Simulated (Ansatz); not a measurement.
# A self-consistent single point of Nb (Im-3m, 1 atom in the cell) with Ansatz

Level of theory: PBE (plane waves, PAW; Ansatz, a quantum-chemistry and plane-wave program).

The input file:

Ansatz 0.2 input:
```yaml
crystal:
  lattice:
    - [-1.63399500, 1.63399500, 1.63399500]
    - [1.63399500, -1.63399500, 1.63399500]
    - [1.63399500, 1.63399500, -1.63399500]
  atoms:
    - { symbol: Nb, position: [0.00000000, 0.00000000, 0.00000000] }
kpoints:
  mp_grid: { grid: [11, 11, 11] }
hamiltonian:
  xc: pbe
  pseudopotentials: { kind: paw }
scf:
  occupations: { method: gaussian, width: 0.0037 Ry }
output:
  forces: true
  eigenvalues: true
  stress: true
```

Output (repeated stretches shortened):

```
WARN basis.ecutwfc = 420 eV, the default
WARN ansatz: RAYON_NUM_THREADS=1 ignored (pool sized by the plan → 1); use --threads N
Pseudopotentials: kind: paw
Pseudopotential: Nb, paw, valence charge 13
Crystal: 1 atoms, lattice volume = 17.451 Å³
Basis set: ecut = 420 eV, 321 PW (Γ), exchange–correlation on 40×40×40 points (8 copies of the dense FFT grid, shifted against one another)
Bands: 11, of which v1, the nominal top of the filled ones, is band 7 counted from 1 (6 counted from 0)
Symmetry: 48 space group operations
Space group: Im-3m (ITA 229), of the structure as read, at distance tolerance 2.6e-5 Å
k-points: 56 of 1331
Initial density: superposition of atomic densities (neutral atoms: chi_scale 0, normalization atom), corrected by the library's trained network
Initial wavefunctions: pseudopotential atomic-orbital guess
Eigensolver: davidson
Functional: x = pbe(κ = 0.804, μ = 0.2195149727645171), c = pbe(β = 0.06672455060314922)
SCF iter   1: F=—  HF=-4552.257791 eV  |F-HF|=—  |Δ(HF+E_count)|=         —  Δρ=3.98e-3  dr2=2.32e-3  ethr=1.77e-3  ⟨swp⟩=5.0  Hψ=3610  notcnv=0
all-band conjugate gradients solve this SCF's bands
preconditioner: auto → none
SCF iter   2: F=—  HF=-4552.257278 eV  |F-HF|=—  |Δ(HF+E_count)|=   5.13e-4  Δρ=1.44e-3  dr2=1.72e-4  ethr=1.79e-5  ⟨swp⟩=2.2  Hψ=1296  notcnv=0
SCF iter   3: F=—  HF=-4552.257284 eV  |F-HF|=—  |Δ(HF+E_count)|=   6.31e-6  Δρ=4.79e-4  dr2=2.01e-5  ethr=1.32e-6  ⟨swp⟩=1.0  Hψ=593  notcnv=0
SCF iter   4: F=—  HF=-4552.257286 eV  |F-HF|=—  |Δ(HF+E_count)|=   2.08e-6  Δρ=3.13e-5  dr2=3.86e-8  ethr=1.55e-7  ⟨swp⟩=1.0  Hψ=593  notcnv=0
iter 5 did not close the SCF: its close was put off for the readings that it lacked (scf_convergence_deferred on its scf_iter line)
SCF iter   5: F=-4552.257286 eV  HF=-4552.257286 eV  |F-HF|=5.09e-11  |Δ(HF+E_count)|=   6.40e-8  Δρ=2.35e-6  dr2=2.66e-10  ethr=2.97e-10  ⟨swp⟩=2.0  Hψ=954  notcnv=0
SCF iter   6: F=-4552.257286 eV  HF=-4552.257286 eV  |F-HF|=1.82e-12  |Δ(HF+E_count)|=  7.28e-11  Δρ=2.11e-7  dr2=2.02e-12  ethr=2.04e-12  ⟨swp⟩=2.1  Hψ=2079  notcnv=0
SCF 1 converged in 6 iterations: F = -4552.257286 eV  dr2 = 2.02e-12
SCF converged after 6 iterations
Free energy (F): -4552.257286 eV
Harris-Foulkes:  -4552.257286 eV  (|F-HF|=1.82e-12)
Internal energy: -4552.253915 eV  (E = F + TS)
E sigma→0 (E₀):  -4552.255601 eV
Entropy (-TS):   -0.003371 eV (-3.371 meV/atom)
Fermi energy:    18.378901 eV
--- Per-component energies (eV) ---
  E_band       = -58.628815
  E_kinetic    = 396.643376
  E_local      = -674.791359  (includes V_loc(G=0)·N_el)
  E_nonlocal   = 120.058081
  E_hartree    = 210.619319
  E_xc         = -176.246524
  E_vxc        = -213.902096  (∫ρ·V_xc dr)
  E_paw        = -3073.541773  (= ΣΔE_a)
  E_vpaw       = -107.875470  (= ΣTr[D̂ρ^β])
  E_aug_tail   = 0.000007  (compensation charges beyond the density's cutoff)
  E_ewald      = -1354.995040
  E_smearing   = -0.003371  (= −TS)
  E_closure    = 0.000000  (closes the sum)
  Σ components = -4552.257286   (vs F -4552.257286, Δ=0.00e0)
--- Forces (eV/Å), atoms counted from 1 ---
  atom   1  Nb    -0.00000000     0.00000000    -0.00000000
  max |Σ_I F_I| component: 3.39e-32 eV/Å
--- Stress (GPa, compression-positive) ---
        7.754335       0.000000      -0.000000
        0.000000       7.754335       0.000000
        0.000000      -0.000000       7.754335
  P = ⅓ Tr σ = 7.7543 GPa (77.543 kbar)
  The stress holds the Pulay correction. Without it, at fixed plane waves, as pw.x and ABINIT print it: P = 7.7222 GPa
--- Band table (eV; the first three rows and the last of 56) ---
  k-point 0: bands = ["-35.8651", "-11.1058", "-11.1058", "-11.1058", "12.4773", "18.7889", "18.7889", "18.7889", "21.8045", "21.8045", "32.6561"]
  k-point 1: bands = ["-35.8434", "-11.2343", "-11.1446", "-11.1070", "12.8257", "18.5738", "18.7288", "19.1282", "21.4960", "21.8061", "32.9351"]
  k-point 2: bands = ["-35.7847", "-11.5698", "-11.2474", "-11.1102", "13.7237", "18.0510", "18.4618", "20.1112", "21.1720", "21.8532", "33.3120"]
  k-point 55: bands = ["-35.3981", "-12.1288", "-12.1048", "-12.1048", "14.6191", "14.6809", "23.6214", "23.6214", "24.0900", "27.3429", "28.6095"]
```

The run converged in 6 iterations.

The starting cell has typed, rounded lattice constants, without a prior relaxation at this level. Its lattice was rescaled by a random factor within 2.5 % of one. Spin polarisation is off. With a pressure of about 8 GPa the cell is away from its equilibrium volume at this level. Ansatz's pressure includes its estimate of the finite-basis (Pulay) stress.
